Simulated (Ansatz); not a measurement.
# A constructed model of the (111) surface of fcc Al, p(2x2) surface alloy, Ti on one Al site of the top plane (bottom of the slab: a bare face, its two planes held)

All values below come from PBE (plane waves to 420 eV, PAW; Ansatz, a first-principles code).

Model: 24-atom slab, 11.7 Å thick at the start, 8x8x1 mesh, Fermi-Dirac 0.1 eV, dipole correction, 8 atoms held, the rest relaxed; held to the start's symmetry, so lower structures may exist; no spin, no spin-orbit, no U. It is one candidate, not shown to be the stable structure of the face.

- work function of the top face: 4.06 eV
- energy released by relaxation: 0.14 eV
- cost: roughly 110 core-seconds
